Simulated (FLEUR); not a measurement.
A self-consistent single point of CaCd₂As₂ (P-3m1, 5 atoms in the cell) with FLEUR.

Level of theory: LDA (Vosko-Wilk-Nusair), all-electron FLAPW (FLEUR), scalar-relativistic valence run with FLEUR.

The change in words: lattice scaled by 0.98. Reference geometry:
```xyz
5
Lattice="4.4139 0.0000 0.0000 -2.2069 3.8225 0.0000 0.0000 0.0000 7.2061" Properties=species:S:1:pos:R:3 pbc="T T T"
Ca     0.0000     0.0000     0.0000
Cd     0.0000     2.5484     4.5632
Cd     2.2069     1.2742     2.6428
As     0.0000     2.5484     1.7126
As     2.2069     1.2742     5.4935
```

Reference input (self-consistent single point, DFT, LDA (Vosko-Wilk-Nusair), all-electron FLAPW (FLEUR), scalar-relativistic valence): Kmax = 4.2 1/bohr; GmaxXC = 16.8 1/bohr; xcFunctional = vwn; jspins = 1; l_soc = F; mode = hist; fermiSmearingEnergy = 0.00183747 Htr; mesh (inpgen div1-3) = 7 7 4; inpgen gamma flag = true; Gmax = 16.8 1/bohr; numbands = 0; maxIterBroyd = 15. This run's input differs from it in these lines:

```diff
@@ -3,5 +3,5 @@
 &input film=f /
-8.3410241187 0.0000000530 0.0000000000
--4.1705121052 7.2235387538 0.0000000000
-0.0000000000 0.0000000000 13.6174798376
+8.1742028656 0.0000000554 0.0000000000
+-4.0871014807 7.0790673096 0.0000000000
+0.0000000000 0.0000000000 13.3451306188
 1.0
@@ -47,5 +47,5 @@
          <bravaisMatrix>
-            <row-1>    8.3410241187000000     0.0000000530000000     0.0000000000000000</row-1>
-            <row-2>   -4.1705121052000003     7.2235387537999998     0.0000000000000000</row-2>
-            <row-3>    0.0000000000000000     0.0000000000000000    13.6174798375999995</row-3>
+            <row-1>    8.1742028655999999     0.0000000554000000     0.0000000000000000</row-1>
+            <row-2>   -4.0871014807000003     7.0790673096000001     0.0000000000000000</row-2>
+            <row-3>    0.0000000000000000     0.0000000000000000    13.3451306188000007</row-3>
          </bravaisMatrix>
```

Log, with long lists cut:

```
 Iteration:     1   Distance:       6.59825601 me/bohr^3
 Iteration:     2   Distance:       5.85165077 me/bohr^3
 Iteration:     3   Distance:       3.19154176 me/bohr^3
 Iteration:     4   Distance:       1.37285406 me/bohr^3
 Iteration:     5   Distance:       1.10271223 me/bohr^3
   [... 10 lines left out ...]
 Iteration:    16   Distance:       0.00008062 me/bohr^3
 Iteration:    17   Distance:       0.00003768 me/bohr^3
 Iteration:    18   Distance:       0.00001632 me/bohr^3
 Iteration:    19   Distance:       0.00000771 me/bohr^3
 Reset of history
 Run finished successfully
 Stop message:
   Structural relaxation: new displacements generated

[file out, last iteration]
             iter=     20
[...]
          total density-effective poten   -2.6726096061E+04
          total charge density-energy d   -4.9561885129E+02
 Updated energy parameters for spin:           1
[...]
 fermi energy and band-weighting factors:
   [... 5 lines left out ...]

[...]
FERMIE:
          first approx. to ef    (T=0)  :   0.258020 htr   (energy of the highest occ. eigenvalue)
          number of occ. states  (T=0)  :       1064
          first approx. to seigv (T=0)  : -51.660553 htr
          sum of weights of occ. states :  38.000000
          sum of semicore charge        :   0.000000 e
FERHIS:  Fermi-Energy by histogram:
          bandgap                     :   0.008472 htr
   [... lines left out ...]
          charge neutrality (T=0)     :   0.000000    (zero if the highest occ. eigenvalue is "entirely" occupied)
     EF_NEWTON:  Adjust Fermi-Energy by Newton-Method.
 Direct bandgap for spin            1 :    8.4715741431465319E-003  Htr
 ---->    free energy=                    -16377.1037366978 htr
   [... lines left out ...]
 TOTAL FORCE FOR ATOM TYPE=  1  X=  0.000   Y=  0.000   Z=  0.000
                       FX_TOT= 0.000000 FY_TOT= 0.000000 FZ_TOT= 0.000000
 TOTAL FORCE FOR ATOM TYPE=  2  X=  4.087   Y= -2.360   Z= -4.894
                       FX_TOT= 0.000000 FY_TOT= 0.000000 FZ_TOT=-0.000519
 TOTAL FORCE FOR ATOM TYPE=  3  X=  4.087   Y= -2.360   Z=  3.172
                       FX_TOT= 0.000000 FY_TOT= 0.000000 FZ_TOT=-0.007150
```

The run converged in 19 iterations. FLEUR gives forces in its relaxation mode, with a further iteration, so its stop message speaks of a relaxation. 

The starting cell comes from a database of computed structures (which also holds hypothetical and non-ambient phases and stackings), without a prior relaxation at this level. For this run, on top of that: lattice scaled by 0.98. Values depend on the basis (sphere radii, cutoffs, local orbitals), which need not be converged.

These are the values that this program gave, and no reference: the default basis lacks the next d shell.

Cost on one core of a shared machine: roughly 4 min.
